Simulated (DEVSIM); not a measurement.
Device: abrupt Si n-p junction, at 300 K.

```
layer (left to right)  material  thickness (μm)  Nd (cm⁻³)  Na (cm⁻³)  τn (s)  τp (s)
---------------------  --------  --------------  ---------  ---------  ------  ------
1                            Si           0.290     3.2e18          -    2e-6    2e-6
2                            Si            23.0          -     1.7e14    2e-6    2e-6
```

Left contact: ohmic. Right contact: ohmic. Voltage is applied to the left contact. Recombination: SRH at mid-gap, Auger. Mobility is μmin + (μ − μmin)/(1 + (N/Nref)^α).

This is a model device: material constants are rounded textbook-type values typed into the input, and sizes, dopings and lifetimes were drawn at random. Values at 300 K; Nc and Nv go as T^1.5, mobilities as T to minus their exponent, the gap by Varshni's rule with the affinity fixed.

| parameter | Si |
|---|---|
| gap (eV) | 1.124 |
| affinity (eV) | 4.05 |
| permittivity | 11.7 |
| Nc (cm⁻³) | 2.86e19 |
| Nv (cm⁻³) | 3.1e19 |
| μn (cm²/Vs) | 1417 |
| μp (cm²/Vs) | 470 |
| μn,min | 52 |
| μp,min | 45 |
| Nref,n | 9.7e16 |
| Nref,p | 2.2e17 |
| αn | 0.68 |
| αp | 0.72 |
| T exponent of μn | 2.3 |
| T exponent of μp | 2.2 |
| Cn (cm⁶/s) | 2.8e-31 |
| Cp (cm⁶/s) | 9.9e-32 |
| Varshni α (eV/K) | 0.000473 |
| Varshni β (K) | 636 |

Simulated with DEVSIM: 1D drift-diffusion, Boltzmann statistics, complete ionisation; no tunnelling, impact ionisation, image-force lowering or self-heating.

The temperature was swept, all else fixed.

| temperature (K) | dark forward voltage at 100 A/cm² (V) | potential step across the device at zero bias (V) | largest field in the device at zero bias (V/cm) | dark forward voltage at 1 A/cm² (V) |
|---|---|---|---|---|
| 250 | (withheld) | 0.840 | (withheld) | (withheld) |
| 300 | 0.761 | 0.754 | 97000 | 0.539 |
| 350 | 0.691 | 0.665 | 100000 | 0.423 |
| 400 | 0.625 | 0.574 | 110000 | 0.305 |
| 450 | 0.560 | 0.482 | 120000 | 0.187 |
| 500 | 0.485 | 0.417 | 130000 | 0.087 |

**Question.** Fill in the missing entries.

**Answer.** 
- 250, dark forward voltage at 100 A/cm² (V): 0.832
- 250, largest field in the device at zero bias (V/cm): 88000
- 250, dark forward voltage at 1 A/cm² (V): 0.653
